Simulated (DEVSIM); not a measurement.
Device: abrupt GaAs p-n junction, at 250 K.

| layer (left to right) | material | thickness (μm) | Nd (cm⁻³) | Na (cm⁻³) | τn (s) | τp (s) |
|---|---|---|---|---|---|---|
| 1 | GaAs | 13.0 | - | 2.4e16 | 1.9e-9 | 1.9e-9 |
| 2 | GaAs | 4.90 | 8.5e16 | - | 1.9e-9 | 1.9e-9 |

Left contact: ohmic. Right contact: ohmic. Voltage is applied to the left contact. Recombination: SRH at mid-gap. Mobility is constant in doping.

The device is made up for the run: typed textbook-type constants, with dimensions and the other settings drawn at random. Values at 300 K; Nc and Nv go as T^1.5, mobilities as T to minus their exponent, the gap by Varshni's rule with the affinity fixed.

| parameter | GaAs |
|---|---|
| gap (eV) | 1.424 |
| affinity (eV) | 4.07 |
| permittivity | 12.9 |
| Nc (cm⁻³) | 4.7e17 |
| Nv (cm⁻³) | 9e18 |
| μn (cm²/Vs) | 8500 |
| μp (cm²/Vs) | 400 |
| T exponent of μn | 2.1 |
| T exponent of μp | 2.2 |
| Varshni α (eV/K) | 0.000541 |
| Varshni β (K) | 204 |

DEVSIM, 1D drift-diffusion, Boltzmann statistics, complete ionisation; no tunnelling, impact ionisation, image-force lowering or self-heating.

### Question
Tabulate band edges, carrier densities and field at 1.05 V on the left contact.

### Answer
Energies count from the Fermi level of the right contact; mesh points crowd at the junctions.

```json
[
 {"x (μm)": "0.000", "Ec (eV)": "0.274", "Ev (eV)": "-1.172", "n (cm⁻³)": "< 1e2", "p (cm⁻³)": "2.4e16", "field (V/cm)": "≈ 0"},
 {"x (μm)": "0.03485", "Ec (eV)": "0.274", "Ev (eV)": "-1.172", "n (cm⁻³)": "1.7e9", "p (cm⁻³)": "2.4e16", "field (V/cm)": "≈ 0"},
 {"x (μm)": "0.1201", "Ec (eV)": "0.274", "Ev (eV)": "-1.172", "n (cm⁻³)": "6.0e9", "p (cm⁻³)": "2.4e16", "field (V/cm)": "≈ 0"},
 {"x (μm)": "0.3287", "Ec (eV)": "0.274", "Ev (eV)": "-1.172", "n (cm⁻³)": "1.6e10", "p (cm⁻³)": "2.4e16", "field (V/cm)": "≈ 0"},
 {"x (μm)": "1.123", "Ec (eV)": "0.274", "Ev (eV)": "-1.172", "n (cm⁻³)": "5.6e10", "p (cm⁻³)": "2.4e16", "field (V/cm)": "≈ 0"},
 {"x (μm)": "2.784", "Ec (eV)": "0.274", "Ev (eV)": "-1.172", "n (cm⁻³)": "1.4e11", "p (cm⁻³)": "2.4e16", "field (V/cm)": "≈ 0"},
 {"x (μm)": "6.760", "Ec (eV)": "0.274", "Ev (eV)": "-1.172", "n (cm⁻³)": "3.9e11", "p (cm⁻³)": "2.4e16", "field (V/cm)": "≈ 0"},
 {"x (μm)": "11.18", "Ec (eV)": "0.274", "Ev (eV)": "-1.172", "n (cm⁻³)": "8.1e11", "p (cm⁻³)": "2.4e16", "field (V/cm)": "≈ 0"},
 {"x (μm)": "12.27", "Ec (eV)": "0.274", "Ev (eV)": "-1.172", "n (cm⁻³)": "9.6e11", "p (cm⁻³)": "2.4e16", "field (V/cm)": "≈ 0"},
 {"x (μm)": "12.71", "Ec (eV)": "0.274", "Ev (eV)": "-1.172", "n (cm⁻³)": "1.0e12", "p (cm⁻³)": "2.4e16", "field (V/cm)": "≈ 0"},
 {"x (μm)": "12.90", "Ec (eV)": "0.264", "Ev (eV)": "-1.182", "n (cm⁻³)": "1.7e12", "p (cm⁻³)": "1.5e16", "field (V/cm)": "-3900"},
 {"x (μm)": "12.98", "Ec (eV)": "0.140", "Ev (eV)": "-1.306", "n (cm⁻³)": "5.4e14", "p (cm⁻³)": "4.7e13", "field (V/cm)": "-28000"},
 {"x (μm)": "13.01", "Ec (eV)": "0.064", "Ev (eV)": "-1.382", "n (cm⁻³)": "1.8e16", "p (cm⁻³)": "1.4e12", "field (V/cm)": "-20000"},
 {"x (μm)": "13.06", "Ec (eV)": "0.032", "Ev (eV)": "-1.414", "n (cm⁻³)": "8.2e16", "p (cm⁻³)": "3.0e11", "field (V/cm)": "-660"},
 {"x (μm)": "13.26", "Ec (eV)": "0.031", "Ev (eV)": "-1.415", "n (cm⁻³)": "8.5e16", "p (cm⁻³)": "2.6e11", "field (V/cm)": "≈ 0"},
 {"x (μm)": "13.67", "Ec (eV)": "0.031", "Ev (eV)": "-1.415", "n (cm⁻³)": "8.5e16", "p (cm⁻³)": "2.0e11", "field (V/cm)": "≈ 0"},
 {"x (μm)": "14.66", "Ec (eV)": "0.031", "Ev (eV)": "-1.415", "n (cm⁻³)": "8.5e16", "p (cm⁻³)": "1.0e11", "field (V/cm)": "≈ 0"},
 {"x (μm)": "16.40", "Ec (eV)": "0.031", "Ev (eV)": "-1.415", "n (cm⁻³)": "8.5e16", "p (cm⁻³)": "2.9e10", "field (V/cm)": "≈ 0"},
 {"x (μm)": "17.47", "Ec (eV)": "0.031", "Ev (eV)": "-1.415", "n (cm⁻³)": "8.5e16", "p (cm⁻³)": "7.3e9", "field (V/cm)": "≈ 0"},
 {"x (μm)": "17.74", "Ec (eV)": "0.031", "Ev (eV)": "-1.415", "n (cm⁻³)": "8.5e16", "p (cm⁻³)": "2.7e9", "field (V/cm)": "≈ 0"},
 {"x (μm)": "17.85", "Ec (eV)": "0.031", "Ev (eV)": "-1.415", "n (cm⁻³)": "8.5e16", "p (cm⁻³)": "8.8e8", "field (V/cm)": "≈ 0"},
 {"x (μm)": "17.90", "Ec (eV)": "0.031", "Ev (eV)": "-1.415", "n (cm⁻³)": "8.5e16", "p (cm⁻³)": "< 1e2", "field (V/cm)": "≈ 0"}
]
```
